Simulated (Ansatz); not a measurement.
## BaS under a change: uniaxial strain ε_zz = +2.00 %

Consider BaS in the rock salt structure (space group Fm-3m, No. 225; a = 6.331 Å). Axes: x, y, z lie along the cube axes.

Modification: uniaxial strain ε_zz = +2.00 %, all other strain components held at zero; the atoms relax in the strained cell.

Calculations: PBEsol (Ansatz, an electronic-structure program), no SOC. Settings: 9×9×9 k-points, 0.05 eV Fermi–Dirac smearing.

The volume per atom goes up by 0.63 Å³ to 32.36 Å³ and the energy goes up by 3.7 meV/atom. The pressure (mean of the normal stresses, compression positive) falls by 0.84 GPa, from 0.01 GPa to -0.83 GPa and the band gap is nearly the same (2.04 eV against 2.05 eV). The gap character comes out as indirect, Γ → X and the smallest direct gap rises by 0.017 eV to 2.14 eV. The electron mass becomes 1.3 mₑ along k, 0.33 mₑ across (at X) (base: 1.3 mₑ along k, 0.32 mₑ across (at X)) and the valence-band top at Γ (three highest levels, from the VBM) becomes 0.00, 0.00, -0.06 eV (base: 0.00, 0.00, 0.00 eV). The valley order (the lowest conduction-band minima on the path, energy above the VBM, named in the base's zone) goes from X along ⟨100⟩ 2.04 eV; Γ 3.63 eV to X along [100] 2.05 eV; X along [001] 2.06 eV; Γ 3.49 eV and the stress (xx, yy, zz, yz, xz, xy; compression positive) amounts to (-0.33, -0.33, -1.82, 0.00, 0.00, 0.00) GPa.

Cost of the whole job for the changed cell (relaxation, final SCF and bands): about 23 core-seconds (a rough figure).

Masses are band curvatures over ±0.01 Å⁻¹ around the edge. Along k means along the line from Γ to the band edge. Stability against distortions was not tested. Labels are those of the standard path for the cell's own space group.
